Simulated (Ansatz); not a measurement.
Start from MoTe$_{2}$ (space group P6_3/mmc, No. 194; a = 3.4966 Å, c = 13.6959 Å; layered, stacked along the Cartesian z axis). Axes: x lies along a and z along c of the hexagonal cell.

All numbers come from Ansatz (a first-principles code) PBE-D3(BJ), no spin-orbit coupling.

Strains are applied to the cell and any free atomic positions relax.

One change was made to it. Results:

The shortest interatomic distance falls by 0.004 Å (2.716 Å → 2.712 Å); the energy increases by 1.8 meV/atom; the pressure (mean of the normal stresses, compression positive) goes from zero to 0.69 GPa.

Question: Which change produced these results?
A) uniaxial strain ε_zz = −0.60 %
B) uniaxial strain ε_zz = −1.80 %
C) uniaxial strain ε_zz = −1.20 %

Answer: B, uniaxial strain ε_zz = −1.80 %. For comparison, the pressure in the other runs: uniaxial strain ε_zz = −0.60 % gives 0.19 GPa; uniaxial strain ε_zz = −1.20 % gives 0.44 GPa.

Whether these cells are dynamically stable was not tested. The D3 term's C6 switches between coordination references near this geometry, which can add small steps to energies.
